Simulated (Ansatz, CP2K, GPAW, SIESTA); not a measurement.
## One structure in several programs: BaNi2P4 (I4/mmm, 7 atoms in the cell)

Self-consistent single point, at a second geometry (lattice scaled by 0.98). First geometry:

```yaml
crystal:
  lattice:
    - [-3.26569, 3.26569, 2.88243]
    - [3.26569, -3.26569, 2.88243]
    - [3.26569, 3.26569, -2.88243]
  atoms:
    - { symbol: Ba, position: [0.00000, 0.00000, 0.00000] }
    - { symbol: Ni, position: [0.25000, 0.75000, 0.50000] }
    - { symbol: Ni, position: [0.75000, 0.25000, 0.50000] }
    - { symbol: P, position: [0.74285, 0.50000, 0.24285] }
    - { symbol: P, position: [0.25715, 0.50000, 0.75715] }
    - { symbol: P, position: [0.50000, 0.25715, 0.75715] }
    - { symbol: P, position: [0.50000, 0.74285, 0.24285] }
```

Shared settings, as Ansatz (a first-principles code) writes them: kpoints.mp_grid.grid = 7 7 7; scf.occupations.method = fermi_dirac; scf.occupations.width = 0.01 Ry. Potentials and cutoffs stand in the table.

```
code                                                                                                                       model  ΔF from the first geometry (meV/atom)  pressure (GPa)  largest force (eV/Å)       cutoff
------  ------------------------------------------------------------------------------------------------------------------------  -------------------------------------  --------------  --------------------  -----------
GPAW                                                               LDA (Perdew-Wang 92), GPAW PAW datasets LDA (gpaw-data 1.0.1)                                   -5.9            2.73                 0.255       800 eV
Ansatz                                                                                       LDA (PW92), PAW files made with PBE                                  -11.7            1.69                 0.252      30.9 Ry
SIESTA  LDA PW92, numerical atomic orbitals DZP, PseudoDojo LDA standard norm-conserving potentials (rewritten from UPF to PSML)                                    1.8            4.35                 0.649  grid 300 Ry
CP2K                                        LDA (Pade form), GPW, DZVP-MOLOPT-SR-GTH basis, GTH-PADE potentials (GTH_POTENTIALS)                                   -7.8            2.40                 0.214  grid 600 Ry
```

On Ansatz's run: spin polarisation is off, so a magnetic state, if there is one, cannot be reached.

The spread over the programs that give each value: ΔF from the first geometry within 13.5 meV/atom; pressure within 2.66 GPa; largest force within 0.435 eV/Å.

SIESTA and CP2K use small atom-centred bases, whose incompleteness enters pressures, forces and empty levels differently from a plane-wave cutoff. Ansatz's pressure is given at a fixed set of plane waves, as the other plane-wave codes print theirs; with its correction for the finite basis it is 1.73 GPa. In the pressure, SIESTA (by 2.15) lies more than 1 GPa from the median of the plane-wave programs. In the force vectors, SIESTA (by 0.396) lies more than 0.08 eV/Å from the median of the plane-wave programs.

The starting cell comes from a database of computed structures (which also holds hypothetical and non-ambient phases and stackings), without a prior relaxation at this level. For this run, on top of that: lattice scaled by 0.98.

Keys are those of Ansatz 0.2.
